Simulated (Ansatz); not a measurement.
**Effect of isotropic strain +2.50 % on CdSe**

Take CdSe in the zinc blende structure (space group F-43m, No. 216; a = 6.1964 Å) as the base.

Now apply this change: an isotropic linear strain of +2.50 %, atoms relaxed at fixed cell.

All numbers come from PBE (Ansatz, an electronic-structure program; PAW; 420 eV plane waves; no spin-orbit coupling). Γ-centred 9×9×9 mesh, Fermi–Dirac width 0.05 eV.

| quantity | base | changed | shift |
|---|---|---|---|
| volume per atom | 29.74 Å³ | 32.03 Å³ | +2.29 Å³ |
| shortest interatomic distance | 2.683 Å | 2.750 Å | +0.067 Å |
| energy relative to the base (free energy F) | 0 meV/atom | +21 meV/atom | +21 meV/atom |
| pressure | -0.01 GPa | -2.79 GPa | -2.78 GPa |
| band gap | 0.49 eV | 0.34 eV | -0.15 eV |
| gap character | direct at Γ | direct at Γ | – |
| mean gap deformation potential ΔEg/Δln V | – | -2.1 eV | – |
| width of the top valence band | 1.98 eV | 1.71 eV | -0.27 eV |
| electron mass | 0.052 mₑ (at Γ) | 0.040 mₑ (at Γ) | – |
| hole mass (degenerate bands, along [100]) | 0.054, 0.73, 0.73 mₑ (at Γ) | 0.041, 0.82, 0.82 mₑ (at Γ) | – |

Masses are band curvatures over ±0.01 Å⁻¹ around the edge. Stability against distortions was not tested.
